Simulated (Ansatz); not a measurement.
The starting structures come from a database of crystals and need not be the phases stable at ambient conditions.

By PBEsol, the system below comes out a metal.

The ballistic (Sharvin) conductance counts the channels at the Fermi level: G/A = (e²/h) × channels of both spins per area.

Given:

```
CELL_PARAMETERS angstrom
      2.81033     0.00000     0.00000
     -0.93678     2.64960     0.00000
      0.93678     1.32480     2.29462
ATOMIC_POSITIONS crystal
  Ag 0.00000 0.00000 0.00000
```

Space group of this cell: Im-3m, bcc (W type). The cell is strained (all lengths scaled by 0.98); by PBEsol its mean pressure is -2.0 GPa.

The current flows along the normal of the first two printed cell vectors, the (110) plane of the conventional cell. No spin-orbit coupling; the value is a mean over 0.1 eV about the Fermi level.

Q: Predict the ballistic conductance per area from PBEsol (Ansatz, a first-principles code).

A: 0.89 × 10¹⁵ S/m² for both spins.
